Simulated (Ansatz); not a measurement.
CoPdO₂ (space group R-3m, No. 166; non-magnetic)

```cif
data_Co3O6Pd3
_chemical_formula_sum 'Pd3 Co3 O6'
_space_group_name_H-M_alt 'R-3m :H'
_space_group_IT_number 166
_space_group_name_Hall '-R 3 2"'
_cell_length_a 2.86206
_cell_length_b 2.86206
_cell_length_c 17.83991
_cell_angle_alpha 90.000
_cell_angle_beta 90.000
_cell_angle_gamma 120.000
loop_
_atom_site_label
_atom_site_type_symbol
_atom_site_symmetry_multiplicity
_atom_site_Wyckoff_symbol
_atom_site_fract_x
_atom_site_fract_y
_atom_site_fract_z
_atom_site_occupancy
Pd1 Pd 3 a 0.00000 0.00000 0.00000 1
Co1 Co 3 b 0.00000 0.00000 0.50000 1
O1 O 6 c 0.00000 0.00000 0.11282 1
```
(The calculation used a cell of 4 atoms; values per cell refer to that cell.)

The values are results of PBE (Ansatz, a first-principles code), scalar-relativistic without spin-orbit coupling, earlier PAW set, not measurements. Γ-centred 16×16×16 mesh, Fermi–Dirac width 0.05 eV.

| Quantity | Value |
|---|---|
| Volume per atom | 10.55 Å³ |
| Density | 7.77 g/cm³ |
| Band gap | zero |
| Total energy | -3308.092 eV/atom (σ→0; compares only within this code and set-up) |

Whether these cells are dynamically stable was not tested. Starting moments died away, wholly or in part, for the base; another magnetic solution may exist. No Hubbard U is applied and the magnetic state is the run's own (CoPdO2 non-magnetic); other magnetic orders, which need larger cells, were not tried and can change the gap. All final runs are without spin polarisation. An odd electron count without spin: CoPdO2.
